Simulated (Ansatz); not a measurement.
Take CaO in the rock salt structure (space group Fm-3m, No. 225; a = 4.831 Å) as the base.

Method: PBE, PAW, 420 eV (Ansatz, an electronic-structure program; scalar-relativistic without spin-orbit coupling).

Base values:

- Density: 3.30 g/cm³
- Hole mass: 0.35, 2.9, 2.9 mₑ (at Γ)

The change: a hydrostatic pressure of 10 GPa.

How does this affect the density and hole mass?

The density rises by 0.274 g/cm³, from 3.30 g/cm³ to 3.58 g/cm³; the hole mass (degenerate bands, along [100]) changes from 0.35, 2.9, 2.9 mₑ (at Γ) to 0.34, 2.8, 2.8 mₑ (at Γ).

The levels and masses belong to the bands next to the band gap. Load acts through the strain it causes; cell and atoms are relaxed under it. Masses are band curvatures over ±0.01 Å⁻¹ around the edge. Whether these cells are dynamically stable was not tested. No other phases were tried under pressure.
